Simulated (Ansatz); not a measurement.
The reference is InSb in the zinc blende structure (space group F-43m, No. 216).

```xyz
2
Lattice="0.0000 3.2781 3.2781 3.2781 0.0000 3.2781 3.2781 3.2781 0.0000" Properties=species:S:1:pos:R:3 pbc="T T T"
In     0.0000     0.0000     0.0000
Sb     1.6390     1.6390     1.6390
```

Cartesian axes are those of the cell as printed.

All numbers come from DFT with r2SCAN, PAW potentials and a 500 eV plane-wave cutoff in Ansatz (a quantum-chemistry and plane-wave program), no spin-orbit coupling.

For the base:

```
Quantity    Value
--------  -------
Pressure  0.0 GPa
```

The change: uniaxial strain ε_zz = −1.00 %, all other strain components held at zero; the atoms relax in the strained cell.

### Question
What happens to the pressure?

### Answer
The pressure (mean of the normal stresses, compression positive) goes from zero to 0.4 GPa.

### Question
How does this affect the energy relative to the base?

### Answer
The energy increases by 0.7 meV/atom.

Whether these cells are dynamically stable was not tested. All final runs are without spin polarisation. Gaps under 0.05 eV, about the width of the smearing, are given as zero.
